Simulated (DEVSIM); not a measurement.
System: abrupt Si p-n junction, at 350 K.

Layer 1 from the left is Si, thickness (μm) 2.80, Na (cm⁻³) 1.5e17, τn (s) 3.7e-6, τp (s) 3.7e-6. Layer 2 from the left is Si, thickness (μm) 11.0, Nd (cm⁻³) 8.8e15, τn (s) 3.7e-6, τp (s) 3.7e-6.

Left contact: ohmic. Right contact: ohmic. Voltage is applied to the left contact. Recombination: SRH at mid-gap, radiative, Auger. Mobility is μmin + (μ − μmin)/(1 + (N/Nref)^α).

The device is made up for the run: typed textbook-type constants, with dimensions and the other settings drawn at random. Values at 300 K; Nc and Nv go as T^1.5, mobilities as T to minus their exponent, the gap by Varshni's rule with the affinity fixed.

Si: gap (eV) 1.124, affinity (eV) 4.05, permittivity 11.7, Nc (cm⁻³) 2.86e19, Nv (cm⁻³) 3.1e19, μn (cm²/Vs) 1417, μp (cm²/Vs) 470, μn,min 52, μp,min 45, Nref,n 9.7e16, Nref,p 2.2e17, αn 0.68, αp 0.72, T exponent of μn 2.3, T exponent of μp 2.2, B (cm³/s) 4.7e-15, Cn (cm⁶/s) 2.8e-31, Cp (cm⁶/s) 9.9e-32, Varshni α (eV/K) 0.000473, Varshni β (K) 636.

Estimate by hand the built-in potential, the peak field at zero bias, the capacitance at -1.5 V, and compare with a numerical solution.


- Built-in potential: ni = √(Nc Nv) exp(−Eg/2kT) = 3.78e11 cm⁻³ with Eg = 1.111 eV; Vbi = kT/q ln(Na Nd/ni²) = 0.692 V; numerical 0.692 V.
- Peak field at zero bias: depletion approximation: W = √(2εVbi/(qN)) = 0.328 μm with N = 8.31e15 cm⁻³; field = 2Vbi/W = 42200 V/cm; numerical 42300 V/cm.
- Capacitance at -1.5 V: C = √(qεN / 2(Vbi + |V|)) = 17.7 nF/cm²; numerical 18.0 nF/cm² (estimate below by 1.4 %).

DEVSIM, 1D drift-diffusion, Boltzmann statistics, complete ionisation; no tunnelling, impact ionisation, image-force lowering or self-heating.
